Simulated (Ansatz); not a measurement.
Effect of C on a O site, symmetric start on HfO2

Start from a 24-atom supercell of HfO$_{2}$ (space group P4_2/nmc, No. 137; a = 3.5671 Å, c = 5.1660 Å) at its relaxed geometry.

The change: a neutral C on a O site, symmetric start, atoms relaxed at fixed cell.

Level of theory: Ansatz (a program for electronic structure), PBEsol, PAW, cutoff 420 eV, no SOC. k-mesh 5×5×5 (Γ-centred); smearing 0.01 eV (Fermi–Dirac).

The pressure goes from zero to 4.2 GPa and the gap of the supercell falls by 4.45 eV (4.57 eV → 0.12 eV). The total moment of the cell is 2.0 μB and the energy gained by relaxation amounts to 0.22 eV. The largest displacement of a host atom from its site in the perfect cell amounts to 0.09 Å and the mean distance from the defect site to its nearest host atoms rises by 0.07 Å, from 2.06 Å to 2.13 Å.

Final structure:

```
CELL_PARAMETERS angstrom
      3.56707    -3.56707    -5.16596
      0.00000     7.13414     0.00000
      3.56707    -3.56707     5.16596
ATOMIC_POSITIONS crystal
  Hf 0.00166 0.98820 0.99834
  Hf 0.00166 0.51180 0.99834
  Hf 0.49933 0.99918 0.50067
  Hf 0.49933 0.50082 0.50067
  Hf 0.00278 0.50245 0.50211
  Hf 0.99892 0.00092 0.50292
  Hf 0.49708 0.49908 0.00108
  Hf 0.49789 0.99755 0.99722
  C  0.90305 0.25000 0.09695
  O  0.89381 0.75000 0.10619
  O  0.40230 0.25000 0.59770
  O  0.39907 0.75000 0.60093
  O  0.65429 0.25000 0.34571
  O  0.64745 0.75000 0.35255
  O  0.14934 0.25000 0.85066
  O  0.15022 0.75000 0.84978
  O  0.10740 0.25534 0.40783
  O  0.10740 0.75990 0.40783
  O  0.59217 0.24466 0.89260
  O  0.59217 0.74010 0.89260
  O  0.85056 0.25326 0.64923
  O  0.85056 0.74654 0.64923
  O  0.35077 0.24674 0.14944
  O  0.35077 0.75346 0.14944
```

The magnetic state is the one reached from the starting moments; the real material's order can differ, and small cells can't hold many antiferromagnetic ones. In so small a cell the defect repeats every few ångströms: this is an ordered compound, not a dilute defect. The defect started on the symmetric site and kept its symmetry, so it may sit on a saddle. Spin-orbit coupling, missing from the scalar runs, can matter with Hf. The defect cell is spin-polarised and ends with 2.0 μB. This is not the structure that HfO2 has at room temperature and ambient pressure.
